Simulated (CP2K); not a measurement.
# What each level gives and costs: Li (Im-3m, 1 atom in the cell)

```
CELL_PARAMETERS angstrom
      3.00951     0.00000     0.00000
     -1.00317     2.83739     0.00000
     -1.00317    -1.41870     2.45725
ATOMIC_POSITIONS crystal
  Li 0.00000 0.00000 0.00000
```

Program: CP2K, GTH-PBE potentials (GTH_POTENTIALS); each row names its functional.

Base settings: CUTOFF = 400 Ry; REL_CUTOFF = 50 Ry; SMEAR/METHOD = MARZARI_VANDERBILT; SIGMA = 0.272 eV; KPOINTS/SCHEME = MONKHORST-PACK 11 11 11; XC_FUNCTIONAL = PBE; Li/BASIS_SET = DZVP-MOLOPT-SR-GTH-q3; Li/POTENTIAL = GTH-PBE-q3; METHOD = GPW; EPS_DEFAULT = 1e-11.

Differences are taken from r2SCAN, a reference of convenience: it is no measurement, and no ranking of the functionals follows.

Core times come from one kind of shared machine and are given to one figure; runs under 30 s give none.

The starting cell comes from a database of computed structures (which also holds hypothetical and non-ambient phases and stackings), without a prior relaxation at this level. Its lattice was rescaled by a random factor within 2.5 % of one. Values carry the incompleteness of an atom-centred basis.

| level | pressure less reference (GPa) | core time / reference (rough) |
|---|---|---|
| LDA (Pade form) | -1.53 | 0.5 |
| PBEsol | -0.67 | 0.5 |
| RPBE | -0.09 | 0.5 |
| revPBE | -0.06 | 0.5 |
| BLYP | -0.88 | 0.4 |
| Wu-Cohen GGA | -0.49 | 0.5 |
| PW91 | -0.62 | 0.5 |
| vdW-DF2 | -1.36 | 0.5 |
| vdW-DF-cx | 0.12 | 0.5 |
| PBE | -0.67 | 0.5 |
| r2SCAN | 0.00 | 1 |
